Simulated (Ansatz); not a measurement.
How far to go with the k-point mesh: CdHClO (P3m1, 8 atoms in the cell)

```
CELL_PARAMETERS angstrom
      3.75361     0.00000     0.00000
     -1.87681     3.25073     0.00000
      0.00000     0.00000    10.47164
ATOMIC_POSITIONS crystal
  Cd 0.66667 0.33333 0.49696
  Cd 0.33333 0.66667 0.99219
  H  0.00000 0.00000 0.31842
  H  0.00000 0.00000 0.81842
  Cl 0.66667 0.33333 0.15574
  Cl 0.33333 0.66667 0.65574
  O  0.00000 0.00000 0.41324
  O  0.00000 0.00000 0.91324
```

Computed with LDA (PW92), default PAW files made with PBE (plane waves; Ansatz, a program for electronic structure).

Base settings: basis.ecutwfc = 420 eV; kpoints.mp_grid.grid = 8 8 3; hamiltonian.xc = lda; hamiltonian.pseudopotentials = {kind: paw} (the program's default PAW files); scf.occupations.method = fixed.

The second cell is the first with its lattice scaled by 0.98.

Only quantities that move along the ladder and can be compared are tabulated.

The count of work is k-points × plane waves × bands × iterations; it is no time. Core times come from one kind of shared machine, to one figure; runs under 30 s give none.

The starting cell comes from a database of computed structures (which also holds hypothetical and non-ambient phases and stackings), without a prior relaxation at this level. Its lattice was rescaled by up to half a per cent. One atom was moved a little off its site on purpose. In the base run, with a pressure of about -7 GPa the cell is away from its equilibrium volume at this level. Ansatz's pressure includes its estimate of the finite-basis (Pulay) stress.

| kpoints.mp_grid.grid | free energy less the last step's (meV/atom) | energy of the compressed cell less the first (meV/atom) | pressure (GPa) | largest difference of a force vector from the last step's (eV/Å) | gap on the mesh (eV) | count of work / last | core time / last (rough) |
|---|---|---|---|---|---|---|---|
| 2 2 1 | 112.69 | -20.90 | -5.54 | 0.126 | 2.016 | 0.0061 | – |
| 3 3 1 | 13.03 | -31.09 | -7.11 | 0.037 | 2.109 | 0.0091 | – |
| 4 4 1 | 3.61 | -32.09 | -7.27 | 0.020 | 2.123 | 0.012 | – |
| 4 4 2 | 1.67 | -32.48 | -7.31 | 0.004 | 2.127 | 0.024 | – |
| 5 5 2 | 0.32 | -32.60 | -7.34 | 0.001 | 2.130 | 0.030 | – |
| 6 6 2 | 0.04 | -32.59 | -7.34 | 0.000 | 2.131 | 0.043 | – |
| 7 7 2 | 0.04 | -32.59 | -7.35 | 0.000 | 2.131 | 0.049 | – |
| 7 7 3 | 0.01 | -32.59 | -7.35 | 0.000 | 2.131 | 0.061 | – |
| 8 8 3 | -0.01 | -32.59 | -7.34 | 0.000 | 2.131 | 0.076 | – |
| 9 9 3 | -0.01 | -32.63 | -7.34 | 0.000 | 2.131 | 0.095 | – |
| 10 10 3 | -0.01 | -32.63 | -7.34 | 0.000 | 2.131 | 0.11 | – |
| 11 11 4 | 0.00 | -32.63 | -7.35 | 0.000 | 2.131 | 0.18 | – |
| 12 12 4 | 0.00 | -32.62 | -7.34 | 0.000 | 2.131 | 0.21 | – |
| 13 13 4 | 0.00 | -32.62 | -7.34 | 0.000 | 2.131 | 0.23 | 0.2 |
| 15 15 5 | 0.00 | -32.62 | -7.34 | 0.000 | 2.131 | 0.36 | 0.4 |
| 16 16 5 | -0.01 | -32.62 | -7.34 | 0.000 | 2.131 | 0.40 | 0.4 |
| 18 18 6 | 0.00 | -32.62 | -7.34 | 0.000 | 2.131 | 0.62 | 0.6 |
| 20 20 6 | 0.00 | -32.62 | -7.34 | 0.000 | 2.131 | 0.74 | 0.8 |
| 22 22 7 | 0.00 | -32.62 | -7.34 | 0.000 | 2.131 | 1.0 | 1 |

Coarsest kpoints.mp_grid.grid that holds the forces within 0.005 eV/Å of the last step, with all finer ones: 4 4 2, at 0.024 of the last step's count of work; the step before is off by 0.020 eV/Å.

Coarsest kpoints.mp_grid.grid that holds the free energy within 2 meV/atom of the last step, with all finer ones: 4 4 2, at 0.024 of the last step's count of work; the step before is off by 3.6 meV/atom.

The energy difference between the two cells stays within 1 meV/atom of the last step's from 4 4 1 on, the total only from 5 5 2 on: much of the error is common to both cells and cancels.

Keys are those of Ansatz 0.2.
